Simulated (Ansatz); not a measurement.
# BaZrO3: tensor shear ε_xz = +0.82 %

The reference is BaZrO$_{3}$ in the cubic perovskite structure (space group Pm-3m, No. 221; a = 4.205 Å). Axes: x, y, z lie along the cube axes.

One thing is altered: tensor shear ε_xz = +0.82 % (engineering shear γ = 0.0164); the atoms relax in the strained cell.

Method: Ansatz (a program for electronic structure) r2SCAN, no spin-orbit coupling. k-mesh 8×8×8 (Γ-centred); smearing 0.05 eV (Fermi–Dirac).

- Space group = Cmmm (No. 65) (base Pm-3m (No. 221))
- Shortest interatomic distance = 210.2 pm (base 210.2 pm)
- Energy relative to the base (free energy F) = +1.1 meV/atom
- Pressure (mean of the normal stresses, compression positive) = 0.2 kbar (base 0.1 kbar)
- Band gap = 3.66 eV (base 3.73 eV)
- Gap character = indirect, T → Γ
- Smallest direct gap = 3.87 eV (base 3.96 eV)
- Stress (xx, yy, zz, yz, xz, xy; compression positive) = (0.02, 0.02, 0.02, 0.00, -1.49, 0.00) GPa

Final structure:

```
BaZrO3
1.0
    4.20498     0.00000     0.03448
    0.00000     4.20498     0.00000
    0.03448     0.00000     4.20498
Ba Zr O
1 1 3
Cartesian
  0.00000   0.00000   0.00000
  2.11973   2.10249   2.11973
  0.01724   2.10249   2.10249
  2.10249   2.10249   0.01724
  2.11973   0.00000   2.11973
```

Stability against distortions was not tested. Labels are those of the standard path for the cell's own space group.
